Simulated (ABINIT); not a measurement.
# Short convergence ladders for WC (P3m1, 2 atoms in the cell)

```yaml
crystal:
  lattice:
    - [1.46227, -2.53274, 0.00000]
    - [1.46227, 2.53274, 0.00000]
    - [0.00000, 0.00000, 2.85420]
  atoms:
    - { symbol: W, position: [0.00000, 0.00000, 0.01752] }
    - { symbol: C, position: [0.33333, 0.66667, 0.50000] }
```

Base method: LDA (PW92), norm-conserving pseudopotentials (PseudoDojo nc-sr-04 LDA standard) (plane waves; ABINIT 10.0.3).

Base settings: pseudos = [W.upf, C.upf]; ecut = 1116 eV; occopt = 7; tsmear = 0.1 eV; ngkpt = 5 5 4; nshiftk = 1; shiftk = 0 0 0; potentials = PseudoDojo nc-sr-04 LDA standard; nband = 14; kptopt = 1.

The count of work is k-points × plane waves × bands × iterations; it is no time. Core times come from one kind of shared machine, to one figure; runs under 30 s give none.

**The cutoff for other potential files**

Level: DFT, LDA (PW92), plane waves, PAW (JTH v2.0 LDA PAW).

In this ladder: pseudos = [W.LDA_PW-JTH.xml, C.LDA_PW-JTH.xml]; potentials = JTH v2.0 LDA PAW; pawxcdev = 0. Moved along: pawecutdg.

The second cell is the first with its lattice scaled by 0.98.

The mesh stays at the base's, so the ladder's end is converged at best in this setting alone.

Only quantities that move along the ladder and can be compared are tabulated.

| ecut | free energy less the last step's (meV/atom) | energy of the compressed cell less the first (meV/atom) | pressure (GPa) | largest difference of a force vector from the last step's (eV/Å) | count of work / last |
|---|---|---|---|---|---|
| 259 eV | 403.01 | -18.69 | -33.97 | 0.022 | 0.10 |
| 327 eV | 139.56 | -13.33 | -22.86 | 0.031 | 0.17 |
| 408 eV | 35.20 | -13.82 | -17.46 | 0.001 | 0.22 |
| 490 eV | 19.72 | -14.03 | -15.63 | 0.002 | 0.26 |
| 571 eV | 14.23 | -13.97 | -15.97 | 0.002 | 0.33 |
| 680 eV | 5.15 | -14.08 | -15.71 | 0.000 | 0.43 |
| 871 eV | 1.64 | -14.14 | -15.60 | 0.000 | 0.67 |
| 1143 eV | 0.00 | -14.18 | -15.48 | 0.000 | 1.0 |

Coarsest ecut that holds the pressure within 1 GPa of the last step, with all finer ones: 490 eV, at 0.26 of the last step's count of work; the step before is off by 2.0 GPa.

Coarsest ecut that holds the free energy within 2 meV/atom: not settled: the last two steps still differ by 1.6 meV/atom, over half the tolerance, so the ladder does not show it.

Coarsest ecut that holds the forces within 0.01 eV/Å of the last step, with all finer ones: 408 eV, at 0.22 of the last step's count of work; the step before is off by 0.031 eV/Å.

At the lowest cutoff the pressure lies 18.5 GPa under the last step's, the usual sign of Pulay stress in an incomplete plane-wave basis.

**The relaxed cell against the cutoff**

On WC (P-6m2, 2 atoms in the cell): atoms on their sites.

In this ladder: toldfe = default; tolvrs = 1e-11; ionmov = 2; ntime = 40; tolmxf = 0.0002 Ha/bohr; optcell = 2; dilatmx = 1.08; ecutsm = 0.5 Ha.

The mesh stays at the base's, so the ladder's end is converged at best in this setting alone.

Only quantities that move along the ladder and can be compared are tabulated.

```csv
ecut,relaxed volume (Å³/atom),relaxation steps,core time / last (rough)
544 eV,10.175,7,0.2
680 eV,10.128,5,0.3
789 eV,10.140,4,0.2
952 eV,10.136,4,0.2
1116 eV,10.135,4,0.3
1333 eV,10.135,4,0.4
1687 eV,10.133,4,0.7
2231 eV,10.132,4,1
```

Coarsest ecut that holds the relaxed volume within 0.02 Å³/atom of the last step, with all finer ones: 680 eV, at about 0.3 of the last step's time; the step before is off by 0.043 Å³/atom.

At the lowest cutoff the cell relaxes to a volume 0.4 % larger than at the highest.

On the base run: the starting cell has typed, rounded lattice constants, without a prior relaxation at this level. Its lattice was rescaled by up to half a per cent. One atom was moved a little off its site on purpose. Spin polarisation is off. Without a gap this mesh is coarse (it stands for a supercell whose shortest vector is 11 Å).
